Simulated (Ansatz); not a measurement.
Defect: Al vacancy in wurtzite AlN with all lengths changed by -1 %, charge state -3. All values below come from PBE, PAW (plane waves to 420 eV; Ansatz, an electronic-structure program).

Settings: 72 host sites, the strained lattice (strain from the relaxed PBE one, atoms relaxed), a 2×2×2 k-point mesh shifted by half a step along c, smearing 0.01 eV, spin-restricted, no image-charge correction. Energies are static. The charge state is imposed; whether it is stable for some Fermi level was not computed. Forms of the defect that were not tried may lie lower.

Relaxed starting cell (atoms counted from 1):

```yaml
crystal:
  lattice:
    - [9.29686, 0.00000, 0.00000]
    - [-4.64843, 8.05131, 0.00000]
    - [0.00000, 0.00000, 9.93596]
  atoms:
    - { symbol: Al, position: [0.22179, 0.11120, 0.73648] }
    - { symbol: Al, position: [0.21972, 0.43828, 0.24735] }
    - { symbol: Al, position: [0.22111, 0.44439, 0.74963] }
    - { symbol: Al, position: [0.21964, 0.78205, 0.24735] }
    - { symbol: Al, position: [0.22109, 0.77735, 0.74966] }
    - { symbol: Al, position: [0.55093, 0.11340, 0.24737] }
    - { symbol: Al, position: [0.55570, 0.11197, 0.74963] }
    - { symbol: Al, position: [0.55103, 0.43824, 0.24736] }
    - { symbol: Al, position: [0.55571, 0.44434, 0.74965] }
    - { symbol: Al, position: [0.55520, 0.77793, 0.24888] }
    - { symbol: Al, position: [0.55520, 0.77791, 0.74928] }
    - { symbol: Al, position: [0.89487, 0.11338, 0.24737] }
    - { symbol: Al, position: [0.88868, 0.11197, 0.74963] }
    - { symbol: Al, position: [0.88850, 0.44450, 0.24720] }
    - { symbol: Al, position: [0.88851, 0.44452, 0.74993] }
    - { symbol: Al, position: [0.89486, 0.78201, 0.24740] }
    - { symbol: Al, position: [0.88871, 0.77731, 0.74962] }
    - { symbol: Al, position: [0.11212, 0.22099, 0.49589] }
    - { symbol: Al, position: [0.11262, 0.22050, 0.00346] }
    - { symbol: Al, position: [0.11127, 0.55595, 0.49734] }
    - { symbol: Al, position: [0.11198, 0.55629, 0.00298] }
    - { symbol: Al, position: [0.11214, 0.89178, 0.49585] }
    - { symbol: Al, position: [0.11262, 0.89279, 0.00355] }
    - { symbol: Al, position: [0.44120, 0.22091, 0.49590] }
    - { symbol: Al, position: [0.44026, 0.22048, 0.00351] }
    - { symbol: Al, position: [0.44349, 0.55449, 0.49785] }
    - { symbol: Al, position: [0.44367, 0.55488, 0.00013] }
    - { symbol: Al, position: [0.44347, 0.88956, 0.49784] }
    - { symbol: Al, position: [0.44365, 0.88944, 0.00015] }
    - { symbol: Al, position: [0.77706, 0.22173, 0.49729] }
    - { symbol: Al, position: [0.77675, 0.22108, 0.00301] }
    - { symbol: Al, position: [0.77708, 0.55589, 0.49736] }
    - { symbol: Al, position: [0.77682, 0.55631, 0.00296] }
    - { symbol: Al, position: [0.77863, 0.88960, 0.49784] }
    - { symbol: Al, position: [0.77828, 0.88944, 0.00015] }
    - { symbol: N, position: [0.22181, 0.11123, 0.46911] }
    - { symbol: N, position: [0.22181, 0.11123, 0.93146] }
    - { symbol: N, position: [0.22232, 0.44557, 0.44017] }
    - { symbol: N, position: [0.22309, 0.44636, 0.93854] }
    - { symbol: N, position: [0.22231, 0.77735, 0.44018] }
    - { symbol: N, position: [0.22305, 0.77735, 0.93857] }
    - { symbol: N, position: [0.55562, 0.11071, 0.44020] }
    - { symbol: N, position: [0.55570, 0.11002, 0.93854] }
    - { symbol: N, position: [0.55566, 0.44551, 0.44018] }
    - { symbol: N, position: [0.55573, 0.44631, 0.93856] }
    - { symbol: N, position: [0.55520, 0.77789, 0.44047] }
    - { symbol: N, position: [0.55520, 0.77791, 0.93969] }
    - { symbol: N, position: [0.88747, 0.11073, 0.44019] }
    - { symbol: N, position: [0.88673, 0.11002, 0.93854] }
    - { symbol: N, position: [0.88850, 0.44453, 0.43975] }
    - { symbol: N, position: [0.88853, 0.44456, 0.94117] }
    - { symbol: N, position: [0.88747, 0.77729, 0.44020] }
    - { symbol: N, position: [0.88677, 0.77734, 0.93855] }
    - { symbol: N, position: [0.10221, 0.23096, 0.18413] }
    - { symbol: N, position: [0.10746, 0.22563, 0.69040] }
    - { symbol: N, position: [0.11308, 0.55687, 0.19250] }
    - { symbol: N, position: [0.11024, 0.55543, 0.68902] }
    - { symbol: N, position: [0.10222, 0.87200, 0.18423] }
    - { symbol: N, position: [0.10748, 0.88248, 0.69040] }
    - { symbol: N, position: [0.46113, 0.23096, 0.18419] }
    - { symbol: N, position: [0.45053, 0.22558, 0.69039] }
    - { symbol: N, position: [0.44474, 0.55700, 0.19026] }
    - { symbol: N, position: [0.44423, 0.55599, 0.68914] }
    - { symbol: N, position: [0.44470, 0.88829, 0.19026] }
    - { symbol: N, position: [0.44421, 0.88882, 0.68915] }
    - { symbol: N, position: [0.77613, 0.21988, 0.19253] }
    - { symbol: N, position: [0.77761, 0.22281, 0.68901] }
    - { symbol: N, position: [0.77624, 0.55685, 0.19250] }
    - { symbol: N, position: [0.77762, 0.55538, 0.68905] }
    - { symbol: N, position: [0.77610, 0.88831, 0.19027] }
    - { symbol: N, position: [0.77712, 0.88884, 0.68915] }
```
Cell charge -3.

End state 1 differs by these moves (Å; atoms that move under 0.08 Å are left out):

| atom | element | Δx | Δy | Δz |
|---|---|---|---|---|
| 1 | Al | 0.00 | 0.01 | 0.13 |
| 6 | Al | -3.00 | 0.00 | 0.00 |
| 7 | Al | 0.00 | -0.01 | -0.13 |
| 12 | Al | -0.10 | 0.00 | 0.00 |
| 36 | N | -0.01 | 0.00 | -0.29 |
| 42 | N | -0.01 | 0.00 | 0.29 |
| 54 | N | 0.12 | -0.09 | 0.08 |
| 58 | N | -0.01 | 0.13 | 0.06 |
| 60 | N | -0.24 | 0.00 | 0.00 |
| 61 | N | -0.09 | 0.00 | 0.00 |
| 64 | N | -0.01 | -0.13 | -0.06 |
| 66 | N | 0.12 | 0.09 | -0.08 |

Q: Give the forward and backward barriers to end state 1 at the level PBE, PAW.

A: forward 2.14 eV, backward 2.14 eV; at the saddle point atom 6 has neighbours N at 1.76, 2 N at 2.15, 2 N at 2.20 Å. The saddle point's order was not checked, and it lies on a symmetry element of the cell, where a band can be held.

End state 2 differs by these moves (Å; atoms that move under 0.08 Å are left out):

```
atom  element     Δx     Δy     Δz
----  -------  -----  -----  -----
1          Al   0.02   0.01   0.09
24         Al  -1.50  -0.87  -2.41
25         Al   0.03   0.02  -0.17
36          N  -0.12  -0.07  -0.35
37          N  -0.05  -0.02   0.09
42          N   0.11  -0.06  -0.06
44          N   0.00   0.13  -0.06
54          N   0.11  -0.06   0.04
58          N   0.00   0.13   0.04
60          N  -0.12  -0.07  -0.03
61          N  -0.05  -0.02   0.28
```

Q: What is the computed forward and backward barriers to end state 2 (PBE, PAW)?

A: forward 2.26 eV, backward 2.26 eV; at the saddle point atom 24 has neighbours N at 1.74, N at 1.84 Å. The saddle point's order was not checked, and it lies on a symmetry element of the cell, where a band can be held.

End state 3 differs by these moves (Å; atoms that move under 0.08 Å are left out):

```
atom  element     Δx     Δy     Δz
----  -------  -----  -----  -----
1          Al   0.00   0.01   0.11
2          Al   0.02   0.07   0.06
8          Al  -0.02   0.07   0.06
26         Al   0.00  -3.56  -2.46
27         Al   0.00   0.01  -0.14
36          N   0.00  -0.01  -0.29
38          N  -0.12  -0.08  -0.06
44          N   0.12  -0.08  -0.06
46          N   0.00   0.14  -0.06
54          N   0.12  -0.08   0.04
58          N   0.00   0.14   0.05
60          N  -0.12  -0.08   0.04
62          N   0.00  -0.01  -0.09
63          N   0.00   0.00   0.30
```

Q: What forward and backward barriers to end state 3 does PBE, PAW give?

A: forward 5.18 eV, backward 5.18 eV; at the saddle point atom 26 has neighbours 2 N at 1.81, N at 1.97 Å. The saddle point's order was not checked, and it lies on a symmetry element of the cell, where a band can be held.
